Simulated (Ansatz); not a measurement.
**A constructed model of the (111) surface of fcc Pt, a pseudomorphic layer of Mo in the host's stacking (bottom of the slab: a bare face, its two planes held)**

These are PBE (plane waves to 420 eV, PAW; Ansatz, a program for electronic structure) values and carry that method's errors.

Set-up: 7 atoms, 14.0 Å thick at the start; mesh 15x15x1; 0.1 eV smearing; dipole correction on; 2 atoms held, the rest relaxed; start symmetry kept, larger cells not searched; no spin, no spin-orbit, no U. It is one candidate, not shown to be the stable structure of the face.

```
Quantity                                             Value
-----------------------------  ---------------------------
work function of the top face                      5.15 eV
energy released by relaxation                      0.47 eV
cost                           very roughly 4 core-minutes
```
